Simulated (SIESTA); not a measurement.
# Converging shifted k-point meshes: Li (Im-3m, 1 atom in the cell)

```yaml
crystal:
  lattice:
    - [-1.75023, 1.75023, 1.75023]
    - [1.75023, -1.75023, 1.75023]
    - [1.75023, 1.75023, -1.75023]
  atoms:
    - { symbol: Li, position: [0.00000, 0.00000, 0.00000] }
```

Method of the run: GGA PBEsol, numerical atomic orbitals TZP, PseudoDojo PBEsol standard norm-conserving potentials (rewritten from UPF to PSML) (SIESTA 5.4.2).

Base settings: XC.functional = GGA; XC.authors = PBEsol; potentials = PseudoDojo PBEsol standard; PAO.BasisSize = TZP; PAO.EnergyShift = 0.01 Ry; MeshCutoff = 350 Ry; kgrid.MonkhorstPack = 13 13 13; OccupationFunction = MP; OccupationMPOrder = 0; ElectronicTemperature = 1160.45 K.

Only quantities that move along the ladder and can be compared are tabulated.

Core times come from one kind of shared machine, to one figure; runs under 30 s give none.

The starting cell has typed, rounded lattice constants, without a prior relaxation at this level. Its lattice was rescaled by up to half a per cent. Values carry the incompleteness of an atom-centred basis.

Steps (kgrid.MonkhorstPack): 2 2 2 shifted by 0.5 0.5 0.5; 3 3 3 shifted by 0.5 0.5 0.5; 4 4 4 shifted by 0.5 0.5 0.5; 5 5 5 shifted by 0.5 0.5 0.5; 6 6 6 shifted by 0.5 0.5 0.5; 7 7 7 shifted by 0.5 0.5 0.5; 8 8 8 shifted by 0.5 0.5 0.5; 9 9 9 shifted by 0.5 0.5 0.5; 10 10 10 shifted by 0.5 0.5 0.5; 11 11 11 shifted by 0.5 0.5 0.5; 13 13 13 shifted by 0.5 0.5 0.5; 14 14 14 shifted by 0.5 0.5 0.5; 15 15 15 shifted by 0.5 0.5 0.5; 17 17 17 shifted by 0.5 0.5 0.5; 19 19 19 shifted by 0.5 0.5 0.5; 21 21 21 shifted by 0.5 0.5 0.5; 23 23 23 shifted by 0.5 0.5 0.5; 26 26 26 shifted by 0.5 0.5 0.5; 29 29 29 shifted by 0.5 0.5 0.5; 32 32 32 shifted by 0.5 0.5 0.5; 35 35 35 shifted by 0.5 0.5 0.5; 39 39 39 shifted by 0.5 0.5 0.5; 43 43 43 shifted by 0.5 0.5 0.5.

Q: What is the coarsest kgrid.MonkhorstPack that holds the pressure within 1 GPa of the last step, with all finer ones?

A: 3 3 3 shifted by 0.5 0.5 0.5; the step before is off by 1.8 GPa.

Q: What is the coarsest kgrid.MonkhorstPack that holds the free energy within 0.5 meV/atom of the last step, with all finer ones?

A: 23 23 23 shifted by 0.5 0.5 0.5; the step before is off by 0.68 meV/atom.

```csv
kgrid.MonkhorstPack,free energy less the last step's (meV/atom),pressure (GPa),core time / last (rough)
2 2 2 shifted by 0.5 0.5 0.5,195.95,1.42,–
3 3 3 shifted by 0.5 0.5 0.5,42.80,0.43,–
4 4 4 shifted by 0.5 0.5 0.5,14.64,-0.67,–
5 5 5 shifted by 0.5 0.5 0.5,48.57,-0.20,–
6 6 6 shifted by 0.5 0.5 0.5,-23.88,-0.50,–
7 7 7 shifted by 0.5 0.5 0.5,20.50,-0.10,–
8 8 8 shifted by 0.5 0.5 0.5,-14.77,-0.54,–
9 9 9 shifted by 0.5 0.5 0.5,4.58,-0.23,–
10 10 10 shifted by 0.5 0.5 0.5,-2.93,-0.40,–
11 11 11 shifted by 0.5 0.5 0.5,-0.32,-0.32,–
13 13 13 shifted by 0.5 0.5 0.5,-0.84,-0.37,–
14 14 14 shifted by 0.5 0.5 0.5,-0.81,-0.37,–
15 15 15 shifted by 0.5 0.5 0.5,0.17,-0.36,–
17 17 17 shifted by 0.5 0.5 0.5,-0.07,-0.34,–
19 19 19 shifted by 0.5 0.5 0.5,-0.56,-0.34,–
21 21 21 shifted by 0.5 0.5 0.5,-0.68,-0.36,–
23 23 23 shifted by 0.5 0.5 0.5,-0.36,-0.36,–
26 26 26 shifted by 0.5 0.5 0.5,0.04,-0.35,0.2
29 29 29 shifted by 0.5 0.5 0.5,-0.06,-0.35,0.3
32 32 32 shifted by 0.5 0.5 0.5,0.00,-0.35,0.4
35 35 35 shifted by 0.5 0.5 0.5,0.07,-0.36,0.5
39 39 39 shifted by 0.5 0.5 0.5,0.00,-0.35,0.7
43 43 43 shifted by 0.5 0.5 0.5,0.00,-0.36,1
```
